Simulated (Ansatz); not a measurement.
Results of G0W0@PBEsol (hard PAW, contour deformation, complete-basis limit; Ansatz, a first-principles code) for Li3OCl (Pm-3m, No. 221, 5 atoms in the cell; start mp-985585).

Numerical settings: largest k mesh 8×8×8 (not extrapolated in the mesh).

Cell (relaxed with PBEsol):

```yaml
crystal:
  lattice:
    - [3.83980, 0.00000, 0.00000]
    - [0.00000, 3.83980, 0.00000]
    - [0.00000, 0.00000, 3.83980]
  atoms:
    - { symbol: Li, position: [0.00000, 0.50000, 0.50000] }
    - { symbol: Li, position: [0.50000, 0.00000, 0.50000] }
    - { symbol: Li, position: [0.50000, 0.50000, 0.00000] }
    - { symbol: Cl, position: [0.00000, 0.00000, 0.00000] }
    - { symbol: O, position: [0.50000, 0.50000, 0.50000] }
```

Problem. Predict the band gap.

Solution. 
band gap: 7.49 eV (direct)

Note: the gap holds a correction of +0.52 eV to the complete basis.

The computed numbers hold no vibrational or temperature effects.

Computing time: around 4 core-hours (rough).

A start named mp-… is a Materials Project structure, which need not be a measured phase.
